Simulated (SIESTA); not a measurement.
Worked example: self-consistent single point of MoWSe4 (P-3m1, 12 atoms in the cell) in SIESTA

Level of theory: GGA PBEsol, numerical atomic orbitals DZP, PseudoDojo PBEsol standard norm-conserving potentials (rewritten from UPF to PSML) run with SIESTA.

This input was run:

```
# files in the folder: Mo.psml W.psml Se.psml (PseudoDojo PBEsol standard)
SystemName  MoWSe4
SystemLabel siesta

NumberOfAtoms                12
NumberOfSpecies              3
%block ChemicalSpeciesLabel
  1 42 Mo
  2 74 W
  3 34 Se
%endblock ChemicalSpeciesLabel
LatticeConstant              3.323260 Ang
%block LatticeVectors
     1.000000000    0.000000000    0.000000000
    -0.500000000    0.866025529    0.000000000
     0.000000000    0.000000000   11.387983486
%endblock LatticeVectors
AtomicCoordinatesFormat      ScaledCartesian
%block AtomicCoordinatesAndAtomicSpecies
    -0.000000500    0.577350641    1.069673289  1
     0.500000500    0.288674888   10.318310197  1
    -0.000000500    0.577350641    8.178735860  2
     0.500000500    0.288674888    3.209247626  2
    -0.000000500    0.577350641   10.822683986  3
     0.500000500    0.288674888    0.565299500  3
    -0.000000500    0.577350641    3.715899012  3
     0.500000500    0.288674888    7.672084475  3
     0.500000500    0.288674888    8.685615005  3
    -0.000000500    0.577350641    2.702368481  3
     0.500000500    0.288674888    1.573933198  3
    -0.000000500    0.577350641    9.814050288  3
%endblock AtomicCoordinatesAndAtomicSpecies

XC.functional                GGA
XC.authors                   PBEsol
PAO.BasisSize                DZP
PAO.EnergyShift              0.01 Ry
MeshCutoff                   400 Ry
%block kgrid.MonkhorstPack
   11   0   0  0.0
    0  11   0  0.0
    0   0   1  0.0
%endblock kgrid.MonkhorstPack
OccupationFunction           FD
ElectronicTemperature        10 K

MaxSCFIterations             150
SCF.Mixer.Method             Broyden
SCF.Mixer.Weight             0.2
SCF.Mixer.History            6
SCF.DM.Tolerance             1.0E-04
Diag.ParallelOverK           true
WriteForces                  true
```

The program printed (abridged):

```
reinit: Reading from file input.fdf

reinit: System Name: MoWSe4
reinit: System Label: siesta

coor:   Atomic-coordinates input format  =     Cartesian coordinates
coor:                                          (in units of alat)

siesta: Atomic coordinates (Bohr) and species
siesta:     -0.00000   3.62579   6.71760  1        1
siesta:      3.14003   1.81289  64.79952  1        2
siesta:     -0.00000   3.62579  51.36288  2        3
siesta:      3.14003   1.81289  20.15424  2        4
siesta:     -0.00000   3.62579  67.96701  3        5
siesta:      3.14003   1.81289   3.55011  3        6
siesta:     -0.00000   3.62579  23.33604  3        7
siesta:      3.14003   1.81289  48.18108  3        8
siesta:      3.14003   1.81289  54.54611  3        9
siesta:     -0.00000   3.62579  16.97101  3       10
siesta:      3.14003   1.81289   9.88438  3       11
siesta:     -0.00000   3.62579  61.63274  3       12

siesta: System type = bulk

initatomlists: Number of atoms, orbitals, and projectors:     12   220   244

siesta: ******************** Simulation parameters ****************************
redata: Spin configuration                          = none
redata: Time-Reversal Symmetry                      = T
redata: Number of Atomic Species                    =        3
redata: Mesh Cutoff                                 =   400.0000 Ry
redata: Net charge of the system                    =     0.0000 |e|
redata: Min. number of SCF Iter                     =        0
redata: Max. number of SCF Iter                     =      150
redata: SCF convergence failure will abort job
redata: SCF mix quantity                            = Hamiltonian
redata: Mix DM or H after convergence               =   F
redata: Recompute H after scf cycle                 =   F
redata: Mix DM in first SCF step                    =   T
redata: No kicks to SCF
redata: DM Mixing Weight for Kicks                  =     0.5000
   [... lines left out ...]
diag: Parallel distribution                         =     1 x     1
diag: Used triangular part                          = Lower
diag: Absolute tolerance                            =  0.100E-15
diag: Orthogonalization factor                      =  0.100E-05
diag: Memory factor                                 =  1.0000

superc: Internal auxiliary supercell:     5 x     5 x     3  =      75
superc: Number of atoms, orbitals, and projectors:    900  16500  18300

                        Single-point calculation

superc: Internal auxiliary supercell:     5 x     5 x     3  =      75
superc: Number of atoms, orbitals, and projectors:    900  16500  18300

outcell: Unit cell vectors (Ang):
        3.323260    0.000000    0.000000
       -1.661630    2.878028    0.000000
        0.000000    0.000000   37.845230

outcell: Cell vector modules (Ang)   :    3.323260    3.323260   37.845230
outcell: Cell angles (23,13,12) (deg):     90.0000     90.0000    120.0000
outcell: Cell volume (Ang**3)        :    361.9683
new_DM -- step:     1
Initializing Density Matrix...

Attempting to read DM from file... Failed...
DM filled with atomic data:

InitMesh: MESH = 36 x 36 x 480 = 622080
InitMesh: Mesh cutoff (required, used) =   400.000   432.431 Ry

stepf: Fermi-Dirac step function
        iscf     Eharris(eV)        E_KS(eV)     FreeEng(eV)     dDmax    Ef(eV) dHmax(eV)
   scf:    1   -34177.968601   -34264.643582   -34264.643582  1.559704 -2.145154 24.554889
   scf:    2   -34290.216329   -34303.402328   -34303.402328  0.565767 -3.908728  5.746238
   scf:    3   -34306.190181   -34306.097292   -34306.097292  0.169892 -3.771801  2.290098
   scf:    4   -34306.693386   -34306.436694   -34306.436694  0.043683 -3.037564  1.248001
   scf:    5   -34306.786355   -34306.666023   -34306.666023  0.085859 -3.628169  1.036592
   scf:    6   -34306.700108   -34306.687624   -34306.687624  0.011061 -3.670986  0.474938
   [... 3 lines left out ...]
   scf:   10   -34306.696945   -34306.696934   -34306.696934  0.000519 -3.709970  0.023708
   scf:   11   -34306.697005   -34306.696973   -34306.696973  0.000579 -3.708223  0.008909
   scf:   12   -34306.696985   -34306.696979   -34306.696979  0.000279 -3.706982  0.003981
   scf:   13   -34306.696982   -34306.696981   -34306.696981  0.000154 -3.706064  0.002068
   scf:   14   -34306.696981   -34306.696981   -34306.696981  0.000069 -3.705900  0.000989
SCF Convergence by DM+H criterion
max |DM_out - DM_in|         :     0.0000692734
max |H_out - H_in|      (eV) :     0.0009891687
SCF cycle converged after 14 iterations

Using DM_out to compute the final energy and forces

siesta: E_KS(eV) =           -34306.6970

siesta: E_KS - E_eggbox =    -34306.6970

siesta: Atomic forces (eV/Ang):
     1    0.000179   -0.000102   -0.002890
     2   -0.000179    0.000102    0.002890
     3    0.000177   -0.000101    0.032113
     4   -0.000177    0.000101   -0.032113
     5    0.000091   -0.000052    0.362567
     6   -0.000091    0.000052   -0.362567
     7    0.000091   -0.000051    0.245103
     8   -0.000091    0.000052   -0.245104
     9   -0.000090    0.000052    0.455267
    10    0.000090   -0.000052   -0.455267
    11   -0.000092    0.000052    0.384966
    12    0.000092   -0.000052   -0.384966
   Tot   -0.000000    0.000001   -0.000001
   Max    0.455267
   Res    0.174489    sqrt( Sum f_i^2 / 3N )
   Max    0.455267    constrained

Stress tensor Voigt[x,y,z,yz,xz,xy] (kbar):       16.06       16.41        1.57       -0.00        0.00        0.30
(Free)E + p*V (eV/cell)   -34309.2606
Target enthalpy (eV/cell)   -34306.6970

siesta: Program's energy decomposition (eV):
siesta: Ebs     =     -6369.614728
siesta: Eions   =     42238.859478
siesta: Ena     =      5300.627605
siesta: Ekin    =     19434.124718
siesta: Enl     =    -10324.301009
siesta: Eso     =         0.000000
siesta: Edftu   =         0.000000
siesta: DEna    =       193.477343
siesta: DUscf   =         5.026094
siesta: DUext   =         0.000000
siesta: Ex      =     -6270.323159
siesta: Ec      =      -406.469096
siesta: Exc     =     -6676.792255
siesta: Eharris =    -34306.696981
siesta: Etot    =    -34306.696981
siesta: FreeEng =    -34306.696981

siesta: Atomic forces (eV/Ang):
siesta:      1    0.000179   -0.000102   -0.002890
siesta:      2   -0.000179    0.000102    0.002890
siesta:      3    0.000177   -0.000101    0.032113
siesta:      4   -0.000177    0.000101   -0.032113
siesta:      5    0.000091   -0.000052    0.362567
siesta:      6   -0.000091    0.000052   -0.362567
siesta:      7    0.000091   -0.000051    0.245103
siesta:      8   -0.000091    0.000052   -0.245104
siesta:      9   -0.000090    0.000052    0.455267
siesta:     10    0.000090   -0.000052   -0.455267
siesta:     11   -0.000092    0.000052    0.384966
siesta:     12    0.000092   -0.000052   -0.384966
siesta: ----------------------------------------
siesta:    Tot   -0.000000    0.000001   -0.000001

siesta: Stress tensor (static) (eV/Ang**3):
siesta:     0.010026    0.000186    0.000000
siesta:     0.000186    0.010241   -0.000000
siesta:     0.000000   -0.000000    0.000981

siesta: Cell volume =        361.968255 Ang**3

siesta: Pressure (static):
siesta:                Solid            Molecule  Units
siesta:          -0.00007714         -0.00016003  Ry/Bohr**3
siesta:          -0.00708243         -0.01469344  eV/Ang**3
siesta:         -11.34729726        -23.54148582  kBar
```

The run converged in 14 iterations.

The starting cell comes from a database of computed structures (which also holds hypothetical and non-ambient phases and stackings), without a prior relaxation at this level. Values carry the incompleteness of an atom-centred basis.

Cost on one core of a shared machine: roughly 2 min.
